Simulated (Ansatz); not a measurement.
InP (model structure, within 0.1 Å of P6₄22, No. 181, 6 atoms in the cell) was calculated with r²SCAN+rVV10 in Ansatz (PAW).

Run with plane-wave cutoff 560 eV, 18×18×6 k mesh (along the axes of the cell as run), Fermi–Dirac smearing 0.05 eV, scalar-relativistic PAW data made under PBE.

Cell (relaxed at this level):

InP is modelled in the trigonal space group P3₁21 (No. 152), Pearson symbol hP6. Conventional cell: a = 4.121 Å, b = 4.121 Å, c = 9.324 Å, α = 90.00°, β = 90.00°, γ = 120.00°. In on 3a is coordinated by 4 P at 2.580 Å. P on 3b sees 4 In at 2.580 Å. (Neighbours: up to the widest gap in distance over summed covalent radii, below 1.35, at either atom; cation-cation and far metal-metal contacts left out.)

### Question
Estimate the band gap that the calculation returns.

### Answer

* **band gap**: 0.49 eV

Spin–orbit coupling is not included.

Static lattice: no zero-point or thermal effects.

It cost very roughly 4 core-minutes of CPU time.

A model structure was made by putting elements into a prototype or built by hand; it is no filed structure, need not be a known phase, and can be a saddle point held by its symmetry.

Ansatz is a first-principles code.
